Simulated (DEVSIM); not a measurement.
# Si n+/n-/n+ resistor

Device: Si n+/n-/n+ resistor, at 300 K.

```tsv
layer (left to right)	material	thickness (μm)	Nd (cm⁻³)	τn (s)	τp (s)
1	Si	0.100	6e18	0.00016	4.8e-5
2	Si	0.160	2e14	0.00016	0.00016
3	Si	0.620	2.3e17	0.00016	0.00016
```

Left contact: ohmic. Right contact: ohmic. Voltage is applied to the left contact. Recombination: SRH at mid-gap, radiative, Auger. Mobility is μmin + (μ − μmin)/(1 + (N/Nref)^α).

The device is made up for the run: typed textbook-type constants, with dimensions and the other settings drawn at random. Values at 300 K.

```csv
parameter,Si
gap (eV),1.124
affinity (eV),4.05
permittivity,11.7
Nc (cm⁻³),2.86e19
Nv (cm⁻³),3.1e19
μn (cm²/Vs),1417
μp (cm²/Vs),470
"μn,min",52
"μp,min",45
"Nref,n",9.7e16
"Nref,p",2.2e17
αn,0.68
αp,0.72
B (cm³/s),4.7e-15
Cn (cm⁶/s),2.8e-31
Cp (cm⁶/s),9.9e-32
```

DEVSIM, 1D drift-diffusion, Boltzmann statistics, complete ionisation; no tunnelling, impact ionisation, image-force lowering or self-heating.

Dark forward current:

(V (V), J (A/cm²)): (0.05, 6800); (0.10, 14000); (0.20, 28000); (0.25, 35000); (0.35, 51000); (0.40, 58000); (0.50, 75000); (0.55, 83000); (0.65, 100000); (0.70, 110000); (0.75, 120000); (0.85, 140000); (0.90, 150000); (1.00, 160000); (1.05, 170000); (1.15, 190000); (1.20, 200000); (1.30, 220000); (1.35, 230000); (1.40, 240000); (1.50, 260000); (1.55, 270000); (1.65, 290000); (1.70, 300000); (1.80, 320000); (1.85, 330000); (1.95, 350000); (2.00, 360000)
